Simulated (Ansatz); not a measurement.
Ansatz (a quantum-chemistry and plane-wave program) run on the (111) slab of VH2 (cut from a parent of space group no. 225; 12 atoms in the cell): self-consistent single point.

Level of theory: PBEsol, default PAW files made with PBE (plane waves; Ansatz).

```
CELL_PARAMETERS angstrom
      2.97533     0.00000     0.00000
      1.48766     2.57671     0.00000
      0.00000     0.00000    22.50269
ATOMIC_POSITIONS crystal
  H  0.66667 0.66667 0.36505
  H  0.00000 0.00000 0.31107
  H  0.00000 0.00000 0.47301
  H  0.33333 0.33333 0.41903
  H  0.33333 0.33333 0.58097
  H  0.66667 0.66667 0.52699
  H  0.66667 0.66667 0.68893
  H  0.00000 0.00000 0.63495
  V  0.33333 0.33333 0.33807
  V  0.66667 0.66667 0.44602
  V  0.00000 0.00000 0.55398
  V  0.33333 0.33333 0.66194
```

Reference input (self-consistent single point, DFT, PBEsol, plane waves, default PAW files made with PBE): basis.ecutwfc = 420 eV; kpoints.mp_grid.grid = 12 12 1; hamiltonian.xc = pbesol; hamiltonian.pseudopotentials = {kind: paw} (the program's default PAW files); scf.occupations.method = gaussian; scf.occupations.width = 0.1 eV. This run's input differs from it in these lines:

Ansatz 0.2 input:
```diff
@@ -20,3 +20,3 @@
 basis:
-  ecutwfc: 420.0
+  ecutwfc: 210.0
 kpoints:
```

Output (repeated stretches shortened):

```
SCF iter   1: F=—  HF=-11650.598576 eV  |F-HF|=—  |Δ(HF+E_count)|=         —  Δρ=6.26e-2  dr2=3.34e0  ethr=1.77e-3  ⟨swp⟩=7.9  Hψ=3747  notcnv=0
all-band conjugate gradients solve this SCF's bands
preconditioner: auto → LDOS
SCF iter   2: F=—  HF=-11649.355731 eV  |F-HF|=—  |Δ(HF+E_count)|=    1.24e0  Δρ=5.43e-2  dr2=3.89e0  ethr=1.77e-3  ⟨swp⟩=3.0  Hψ=2019  notcnv=0  defer=54
   [... lines left out ...]
SCF iter   7: F=—  HF=-11648.274073 eV  |F-HF|=—  |Δ(HF+E_count)|=   2.39e-5  Δρ=5.23e-5  dr2=3.19e-6  ethr=2.29e-7  ⟨swp⟩=2.2  Hψ=1164  notcnv=0  defer=56
SCF iter   8: F=—  HF=-11648.273815 eV  |F-HF|=—  |Δ(HF+E_count)|=   2.58e-4  Δρ=2.53e-5  dr2=1.04e-6  ethr=5.31e-9  ⟨swp⟩=3.0  Hψ=1660  notcnv=0  defer=56
SCF iter   9: F=—  HF=-11648.273816 eV  |F-HF|=—  |Δ(HF+E_count)|=   5.85e-9  Δρ=1.15e-5  dr2=3.82e-7  ethr=1.74e-9  ⟨swp⟩=2.3  Hψ=1000  notcnv=0  defer=56
SCF iter  10: F=-11648.273816 eV  HF=-11648.273816 eV  |F-HF|=7.68e-8  |Δ(HF+E_count)|=   7.38e-8  Δρ=4.74e-6  dr2=9.41e-8  ethr=1.67e-10  ⟨swp⟩=11.7  Hψ=4063  notcnv=0
SCF 1 converged in 10 iterations: F = -11648.273816 eV  dr2 = 9.41e-8
Free energy (F): -11648.273816 eV
Internal energy: -11648.227110 eV  (E = F + TS)
E sigma→0 (E₀):  -11648.250463 eV
Entropy (-TS):   -0.046705 eV (-3.892 meV/atom)
Fermi energy:    3.095249 eV
--- Forces (eV/Å), atoms counted from 1 ---
  atom   1  H     -0.00000000     0.00000000    -0.22464262
  atom   2  H      0.00000000    -0.00000000    -0.59587819
  atom   3  H      0.00000000     0.00000000    -0.01937400
  atom   4  H      0.00000000    -0.00000000    -0.22054172
  atom   5  H      0.00000000     0.00000000     0.22054172
  atom   6  H     -0.00000000    -0.00000000     0.01937400
  atom   7  H     -0.00000000     0.00000000     0.59587819
  atom   8  H     -0.00000000    -0.00000000     0.22464262
   [... lines left out ...]
  atom  12  V      0.00000000    -0.00000000    -1.08359277
--- Stress (GPa, compression-positive) ---
       -2.523075       0.000000      -0.000000
        0.000000      -2.523075       0.000000
        0.000000       0.000000      -1.061208
  P = ⅓ Tr σ = -2.0358 GPa (-20.358 kbar)
  The stress holds the Pulay correction. Without it, at fixed plane waves, as pw.x and ABINIT print it: P = -86.1435 GPa
```

The run converged in 10 iterations. Against the reference run the free energy rises by 1.66 eV/atom and the largest force goes from 1.302 to 1.084 eV/Å.

The starting cell comes from a database of computed structures (which also holds hypothetical and non-ambient phases and stackings), without a prior relaxation at this level. The slab is cut from that crystal, and its faces are unrelaxed. Its lattice was rescaled by up to half a per cent. Spin polarisation is off. Forces in this geometry exceed 1 eV/Å. The cutoff lies below the one recommended for these files.
